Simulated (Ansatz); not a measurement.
**Several settings converged on TaOs3 (Pm-3m, 4 atoms in the cell)**

```
CELL_PARAMETERS angstrom
      3.90322     0.00000     0.00000
      0.00000     3.90322     0.00000
      0.00000     0.00000     3.90322
ATOMIC_POSITIONS crystal
  Ta 0.00000 0.00000 0.00000
  Os 0.00000 0.50000 0.50000
  Os 0.50000 0.00000 0.50000
  Os 0.50000 0.50000 0.00000
```

Base method: LDA (PW92), default PAW files made with PBE (plane waves; Ansatz, a first-principles code).

Base settings: basis.ecutwfc = 420 eV; kpoints.mp_grid.grid = 9 9 9; hamiltonian.xc = lda; hamiltonian.pseudopotentials = {kind: paw} (the program's default PAW files); scf.occupations.method = gaussian; scf.occupations.width = 0.1 eV.

Core times come from one kind of shared machine, to one figure; runs under 30 s give none.

**Zone-centre phonons against the cutoff**

In this ladder: phonons.method = dfpt.

The mesh stays at the base's, so the ladder's end is converged at best in this setting alone.

Frequencies are those of the unrelaxed cell, without the LO-TO term of polar crystals.

Only quantities that move along the ladder and can be compared are tabulated.

| basis.ecutwfc | highest zone-centre frequency (cm⁻¹) | lowest optical frequency (cm⁻¹) | core time / last (rough) |
|---|---|---|---|
| 210 eV | 125.2 | 48.7 | 0.3 |
| 250 eV | 174.1 | 121.7 | 0.3 |
| 295 eV | 163.9 | 111.0 | 0.4 |
| 355 eV | 163.3 | 110.8 | 0.5 |
| 420 eV | 163.2 | 110.9 | 0.6 |
| 505 eV | 163.2 | 110.8 | 0.8 |
| 630 eV | 163.2 | 110.8 | 1 |

Coarsest basis.ecutwfc that holds the lowest optical frequency within 10 cm⁻¹ of the last step, with all finer ones: 295 eV, at about 0.4 of the last step's time; the step before is off by 11 cm⁻¹.

Coarsest basis.ecutwfc that holds the highest zone-centre frequency within 2 cm⁻¹ of the last step, with all finer ones: 295 eV, at about 0.4 of the last step's time; the step before is off by 11 cm⁻¹.

**Zone-centre phonons against the mesh**

In this ladder: phonons.method = dfpt.

Frequencies are those of the unrelaxed cell, without the LO-TO term of polar crystals.

Only quantities that move along the ladder and can be compared are tabulated.

```csv
kpoints.mp_grid.grid,highest zone-centre frequency (cm⁻¹),lowest optical frequency (cm⁻¹),core time / last (rough)
3 3 3,195.4,84.2,–
4 4 4,131.8,-82.2,–
5 5 5,167.5,102.3,–
7 7 7,177.2,110.5,0.04
8 8 8,163.1,111.8,0.09
10 10 10,165.3,103.8,0.1
12 12 12,166.9,112.6,0.3
15 15 15,167.1,111.2,0.5
19 19 19,167.3,111.5,1
```

Coarsest kpoints.mp_grid.grid that holds the highest zone-centre frequency within 5 cm⁻¹ of the last step, with all finer ones: 8 8 8, at about 0.09 of the last step's time; the step before is off by 9.9 cm⁻¹.

Coarsest kpoints.mp_grid.grid that holds the lowest optical frequency within 2 cm⁻¹ of the last step, with all finer ones: 12 12 12, at about 0.3 of the last step's time; the step before is off by 7.6 cm⁻¹.

**The force threshold of a relaxation**

On TaOs3 (P4mm, 4 atoms in the cell): one atom moved by 0.15 angstrom.

In this ladder: relax = atoms.

The mesh stays at the base's, so the ladder's end is converged at best in this setting alone.

Only quantities that move along the ladder and can be compared are tabulated.

| relax.f_tol | largest force left (eV/Å) | relaxation steps | core time / last (rough) |
|---|---|---|---|
| 0.2 eV/Å | 0.0178 | 3 | 0.5 |
| 0.1 eV/Å | 0.0178 | 4 | 0.7 |
| 0.05 eV/Å | 0.0178 | 4 | 0.7 |
| 0.03 eV/Å | 0.0178 | 4 | 0.7 |
| 0.02 eV/Å | 0.0178 | 4 | 0.7 |
| 0.01 eV/Å | 0.0001 | 5 | 0.8 |
| 0.005 eV/Å | 0.0001 | 5 | 0.8 |
| 0.001 eV/Å | 0.0001 | 6 | 1 |

Coarsest relax.f_tol that holds the largest force left within 0.005 eV/Å of the last step, with all finer ones: 0.01 eV/Å; the step before is off by 0.018 eV/Å.

On the base run: the starting cell comes from a database of computed structures (which also holds hypothetical and non-ambient phases and stackings), without a prior relaxation at this level. Its lattice was rescaled by up to half a per cent. Spin polarisation is off. In the base run, with a pressure of about -9 GPa the cell is away from its equilibrium volume at this level.

Keys are those of Ansatz 0.2.
